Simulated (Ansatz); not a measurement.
Base system: TiO2 in the rutile structure (space group P4_2/mnm, No. 136).

```yaml
crystal:
  lattice:
    - [4.64344, 0.00000, 0.00000]
    - [0.00000, 4.64344, 0.00000]
    - [0.00000, 0.00000, 2.96380]
  atoms:
    - { symbol: Ti, position: [0.00000, 0.00000, 0.00000] }
    - { symbol: Ti, position: [0.50000, 0.50000, 0.50000] }
    - { symbol: O, position: [0.30513, 0.30513, 0.00000] }
    - { symbol: O, position: [0.80513, 0.19487, 0.50000] }
    - { symbol: O, position: [0.19487, 0.80513, 0.50000] }
    - { symbol: O, position: [0.69487, 0.69487, 0.00000] }
```

Cartesian axes are those of the cell as printed.

Level of theory: PBE (Ansatz, a quantum-chemistry and plane-wave program), no spin-orbit coupling.

Now apply this change: an isotropic linear strain of −3.00 %, atoms relaxed at fixed cell.

Q: Predict the stress tensor and what it implies for the stiffness.

A: Stress of the strained cell less that of the base (GPa, compression positive):
```
  22.17    0.00    0.00
   0.00   22.17    0.00
   0.00    0.00   27.87
```

Then B = −ΔP/(ΔV/V₀) with ΔV/V₀ = -0.0873 gives secant stiffness values (nonlinear terms included at this strain): B (at held cell shape, above the free-shape value) ≈ 276 GPa.

As a check, the harmonic strain energy −½ V₀ Δσ:ε is 72 meV/atom; the computed energy rise is 64 meV/atom.

Stability against distortions was not tested. The final runs are not spin-polarised.
